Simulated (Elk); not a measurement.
Worked example: self-consistent single point of ScTc₃ (Fm-3m, 4 atoms in the cell) in Elk.

Method of the run: PBEsol, all-electron FP-LAPW, Elk's shipped species files, APW+lo basis with extra local orbitals run with Elk.

The change in words: lattice scaled by 0.98. Reference geometry:
```
CELL_PARAMETERS angstrom
      0.00000     3.12398     3.12398
      3.12398     0.00000     3.12398
      3.12398     3.12398     0.00000
ATOMIC_POSITIONS crystal
  Sc 0.00000 0.00000 0.00000
  Tc 0.25000 0.25000 0.25000
  Tc 0.75000 0.75000 0.75000
  Tc 0.50000 0.50000 0.50000
```

Reference input (self-consistent single point, DFT, PBEsol, all-electron FP-LAPW, Elk's shipped species files, APW+lo basis with extra local orbitals): xctype = 22; rgkmax = 8; stype = 0; swidth = 0.00367493 Ha; ngridk = 7 7 7; tforce = true; gmaxvr = 18 1/bohr; lmaxapw = 10; lmaxo = 8; nxlo = 2; lorbcnd = true; lradstp = 2. This run's input differs from it in these lines:

```diff
@@ -46,5 +46,5 @@
 avec
-    0.0000000000    5.9034760674    5.9034760674
-    5.9034760674    0.0000000000    5.9034760674
-    5.9034760674    5.9034760674    0.0000000000
+    0.0000000000    5.7854059792    5.7854059792
+    5.7854059792    0.0000000000    5.7854059792
+    5.7854059792    5.7854059792    0.0000000000
```

Log, with long lists cut:

```
│ Self-consistent loop started │
│ Loop number : 1 │
 total energy                :     -13600.5770595
│ Loop number : 2 │
 total energy                :     -13601.8460182
RMS change in Kohn-Sham potential (target) :   0.2704017173     (  0.1000000000E-05)
Absolute change in total energy (target)   :    1.268958663     (  0.1000000000E-03)
│ Loop number : 3 │
 total energy                :     -13605.3157025
RMS change in Kohn-Sham potential (target) :   0.2410307315     (  0.1000000000E-05)
Absolute change in total energy (target)   :    3.786924026     (  0.1000000000E-03)
│ Loop number : 4 │
   [... lines left out ...]
Absolute change in total energy (target)   :   0.6490447686E-03 (  0.1000000000E-03)
│ Loop number : 16 │
 total energy                :     -13616.7418000
RMS change in Kohn-Sham potential (target) :   0.1170082146E-06 (  0.1000000000E-05)
Absolute change in total energy (target)   :   0.2350822924E-03 (  0.1000000000E-03)
│ Loop number : 17 │
 total energy                :     -13616.7417980
RMS change in Kohn-Sham potential (target) :   0.6750668415E-07 (  0.1000000000E-05)
Absolute change in total energy (target)   :   0.5684889038E-04 (  0.1000000000E-03)
Convergence targets achieved

│ Loop number : 18 │

Energies :
 Fermi                       :     0.485813344445
 total energy                :     -13616.7417981

Density of states at Fermi energy :    64.46541762
 (states/Hartree/unit cell)

Estimated indirect band gap :   0.2651347498E-02
 from k-point     15 to k-point     12
Estimated direct band gap   :   0.3269781199E-02
 at k-point     12

Charges :
 core                        :    94.00000000
 valence                     :    56.00000000
 interstitial                :    5.690551134
 muffin-tins (core leakage)
  species :    1 (Sc)
   atom    1                 :    19.60839897     (  0.3585178376E-08)
  species :    2 (Tc)
   atom    1                 :    41.59436828     (  0.2834356110E-06)
   atom    2                 :    41.59436828     (  0.2834356110E-06)
   [... lines left out ...]
   total force               :     0.00000000   -0.00000000   -0.00000000
   total magnitude           :     0.00000000
  atom :    3
   Hellmann-Feynman          :    -0.00000000   -0.00000000    0.00000000
   IBS                       :     0.00000000    0.00000000   -0.00000000
   total force               :     0.00000000   -0.00000000   -0.00000000
   total magnitude           :     0.00000000
```

The run converged in 18 iterations. The count includes the last loop, which Elk runs after its targets are met. 

The starting cell comes from a database of computed structures (which also holds hypothetical and non-ambient phases and stackings), without a prior relaxation at this level. For this run, on top of that: lattice scaled by 0.98. Spin polarisation is off. Values depend on the basis (sphere radii, cutoffs, local orbitals), which need not be converged. The log's line on a gap gives a spacing of levels on this mesh, which the program prints for metals too.

Cost on one core of a shared machine: roughly 80 s.
